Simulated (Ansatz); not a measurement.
ZrSe2, response to strain

The parent structure is ZrSe$_{2}$ in the CdI2 type structure (space group P-3m1, No. 164; layered, stacked along the Cartesian z axis; relaxed with 0.1 eV smearing).

```yaml
crystal:
  lattice:
    - [3.65997, 0.00000, 0.00000]
    - [-1.82999, 3.16963, 0.00000]
    - [0.00000, 0.00000, 5.84091]
  atoms:
    - { symbol: Zr, position: [0.00000, 0.00000, 0.00000] }
    - { symbol: Se, position: [0.33333, 0.66667, 0.27538] }
    - { symbol: Se, position: [0.66667, 0.33333, 0.72462] }
```

Cartesian axes are those of the cell as printed.

Strains are applied to the cell and any free atomic positions relax; under biaxial strain the out-of-plane vector relaxes too.

Method: Ansatz (an electronic-structure program) PBEsol-D3(BJ), no spin-orbit coupling, earlier PAW set.

### Question
Only one of these has a band gap. Which?
A. uniaxial strain ε_xx = +3.50 %
B. isotropic strain +1.47 %
C. isotropic strain +4.22 %
D. biaxial strain +2.49 %, plane normal [001], relaxed out of plane

### Answer
C, isotropic strain +4.22 %. Computed: isotropic strain +1.47 %: zero; uniaxial strain ε_xx = +3.50 %: zero; biaxial strain +2.49 %, plane normal [001], relaxed out of plane: zero; isotropic strain +4.22 %: 0.22 eV

Whether these cells are dynamically stable was not tested. All final runs are without spin polarisation. A zero or small gap of ZrSe2 can be the functional's error rather than a property of the material.
